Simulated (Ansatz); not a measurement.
Base system: GaN in the zinc blende structure (space group F-43m, No. 216; a = 4.498 Å).

Method: Ansatz (a first-principles code) PBEsol, no spin-orbit coupling.

Before the change:

The electron mass is 0.15 mₑ (at Γ) and the volume per atom is 11.38 Å³.

One thing is altered: a hydrostatic pressure of 15 GPa.

How does this affect the electron mass, volume per atom and mean gap deformation potential ΔEg/Δln V?

The electron mass goes from 0.15 mₑ (at Γ) to 0.19 mₑ (at Γ); the volume per atom shrinks by 0.754 Å³, from 11.38 Å³ to 10.62 Å³; the mean gap deformation potential ΔEg/Δln V is -6.3 eV.

Load acts through the strain it causes; cell and atoms are relaxed under it. Masses are band curvatures over ±0.01 Å⁻¹ around the edge. Stability against distortions was not tested. Tetrahedral semiconductors of this kind turn to denser phases somewhere between about 1 and 50 GPa; those were not computed, so compressed cells here can lie past the real transition. This is not the structure that GaN has at room temperature and ambient pressure.
